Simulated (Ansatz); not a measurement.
Consider the following.

```xyz
1
Lattice="-0.0089 1.7704 1.7991 1.7704 -0.0089 1.7991 1.7615 1.7615 0.0000" Properties=species:S:1:pos:R:3 pbc="T T T"
Cu     0.0000     0.0000     0.0000
```

Method: PBEsol, rigid bands (plane waves, PAW, scalar-relativistic; Ansatz, an electronic-structure program). Condition of this run: uniaxial stress along [110] of 2 GPa (compression positive) (the target of the relaxation). How the cell was made: cell and atoms relaxed with PBEsol, then loaded as said.

### Question
Predict the product ρ₀λ of resistivity and mean free path that follows from the Fermi surface's area.

### Answer
6.5 ×10⁻¹⁶ Ω·m².

### Question
And the Drude plasma energy and the root-mean-square Fermi velocity at 300 K?

### Answer
9.1 eV; 1.1e6 m/s.

A metal at this level (no band gap); rigid bands, thermally averaged at 300 K, both spins. Spin-orbit coupling is left out. τ is one relaxation time for all states; the product of resistivity and mean free path takes one path for all states instead.
